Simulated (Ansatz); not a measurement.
Where the default PAW files enter, the runs use the earlier of Ansatz's two default sets.

Here is the system:

```
O2Si
1.0
    4.99265     0.00000     0.00000
    0.00000     6.93393     0.00000
    0.00000     0.00000     4.99265
Si O
4 8
Cartesian
  1.50449   3.46697   3.48816
  4.00081   1.73348   4.00081
  3.48816   0.00000   1.50449
  0.99184   5.20045   0.99184
  1.19130   4.71431   4.46128
  3.02769   2.98083   3.68762
  3.80135   1.24734   0.53137
  1.96496   6.44779   1.30503
  1.30503   3.95310   1.96496
  4.46128   5.68659   1.19130
  3.68762   0.48614   3.02769
  0.53137   2.21962   3.80135
```

Space group of this cell: P4_12_12. The cell is taken as given.

Calculation: r2SCAN (plane waves, PAW; Ansatz, a program for electronic structure).

The current runs along the normal of the first two printed vectors; no spin-orbit coupling. Scaled by the factor s: both lengths across the current (ions clamped). The meshes follow the cell: 6×6×6 and 6×6 across at s = 0.98, 6×6×6 and 6×6 across at s = 1.00, 6×4×6 and 6×4 across at s = 1.02.

```tsv
s	mean pressure (GPa)	band gap (eV)
0.98	7.9	?
1.00	0.1	6.34
1.02	-6.3	6.11
```

Problem. Take the slope of the band gap against ln s from the two given rows, extrapolate to s = 0.98, and say what the run there gives.

Solution. Slope = (6.11 − 6.34) / ln 1.02 = -11.6 eV. The line gives 6.34 + (-11.6) × ln 0.98 = 6.57 eV. The run gives 6.53 eV, 0.04 eV under the line, 19 % of the predicted step.
